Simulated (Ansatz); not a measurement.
Start from CdS in the wurtzite structure (space group P6_3mc, No. 186; a = 4.196 Å, c = 6.830 Å). Axes: x lies along a and z along c of the hexagonal cell.

All numbers come from PBE (Ansatz, a program for electronic structure), without spin-orbit coupling.

Modification: the cell is compressed by 2.40 % along z with no lateral relaxation; the atoms relax in the strained cell.

Task: Predict the stress tensor and what it implies for the stiffness.

Result: Stress of the strained cell less that of the base (GPa, compression positive):
```
   0.98    0.00    0.00
   0.00    0.98    0.00
   0.00    0.00    2.11
```

Then −Δσ_ii/ε with ε = -0.0240 gives secant stiffness values (nonlinear terms included at this strain): C33 ≈ 88 GPa, C13 ≈ 41 GPa and C23 ≈ 41 GPa.

As a check, the harmonic strain energy −½ V₀ Δσ:ε is 4.1 meV/atom; the computed energy rise is 4.0 meV/atom.

Stability against distortions was not tested.
